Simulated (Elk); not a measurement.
Elk run on GaP (F-43m, 2 atoms in the cell): self-consistent single point.

Method of the run: LDA (PW92), all-electron FP-LAPW, Elk's shipped species files, APW+lo basis with extra local orbitals (Elk 10.2.4).

```yaml
crystal:
  lattice:
    - [0.00000, 2.72500, 2.72500]
    - [2.72500, 0.00000, 2.72500]
    - [2.72500, 2.72500, 0.00000]
  atoms:
    - { symbol: Ga, position: [0.00000, 0.00000, 0.00000] }
    - { symbol: P, position: [0.25000, 0.25000, 0.25000] }
```

Reference input (self-consistent single point, DFT, PBE, all-electron FP-LAPW, Elk's shipped species files, APW+lo basis with extra local orbitals): xctype = 20; rgkmax = 8; stype = 3; swidth = 0.000367493 Ha; ngridk = 5 5 5; gmaxvr = 14 1/bohr; nxlo = 2; lorbcnd = true; rmtscf = 0.91; lmaxi = 3. This run's input differs from it in these lines:

```diff
@@ -4,3 +4,3 @@
 xctype
-  20
+  3
```

The program printed (abridged):

```
│ Self-consistent loop started │
│ Loop number : 1 │
 total energy                :     -2283.80606906
│ Loop number : 2 │
 total energy                :     -2283.84469580
RMS change in Kohn-Sham potential (target) :   0.9805939918E-01 (  0.1000000000E-05)
Absolute change in total energy (target)   :   0.3862674117E-01 (  0.1000000000E-03)
│ Loop number : 3 │
 total energy                :     -2283.81631063
RMS change in Kohn-Sham potential (target) :   0.9090775248E-01 (  0.1000000000E-05)
Absolute change in total energy (target)   :   0.1872848872E-01 (  0.1000000000E-03)
│ Loop number : 4 │
   [... lines left out ...]
Absolute change in total energy (target)   :   0.2432253957E-02 (  0.1000000000E-03)
│ Loop number : 11 │
 total energy                :     -2282.37204355
RMS change in Kohn-Sham potential (target) :   0.2238328317E-05 (  0.1000000000E-05)
Absolute change in total energy (target)   :   0.2534156770E-03 (  0.1000000000E-03)
│ Loop number : 12 │
 total energy                :     -2282.37213285
RMS change in Kohn-Sham potential (target) :   0.8787807027E-06 (  0.1000000000E-05)
Absolute change in total energy (target)   :   0.2595258957E-04 (  0.1000000000E-03)
Convergence targets achieved

│ Loop number : 13 │

Energies :
 Fermi                       :     0.189828418155
 total energy                :     -2282.37210199

Density of states at Fermi energy :   0.2721516517E-06
 (states/Hartree/unit cell)

Estimated indirect band gap :   0.5298739323E-01
 from k-point      1 to k-point     10
Estimated direct band gap   :   0.5874304215E-01
 at k-point      1

Charges :
 core                        :    28.00000000
 valence                     :    18.00000000
 interstitial                :    3.903137151
 muffin-tins (core leakage)
  species :    1 (Ga)
   atom    1                 :    29.30147910     (  0.2402054656E-02)
  species :    2 (P)
   atom    1                 :    12.79538374     (  0.1017134171E-02)
 total in muffin-tins        :    42.09686285
 total calculated charge     :    45.98903733
 total charge                :    46.00000000
 error                       :   0.1096267229E-01

│ Self-consistent loop stopped │
```

The run converged in 13 iterations. The count includes the last loop, which Elk runs after its targets are met. Against the reference run the gap on the mesh goes from 1.572 to 1.442 eV.

The starting cell has typed, rounded lattice constants, without a prior relaxation at this level. Values depend on the basis (sphere radii, cutoffs, local orbitals), which need not be converged.
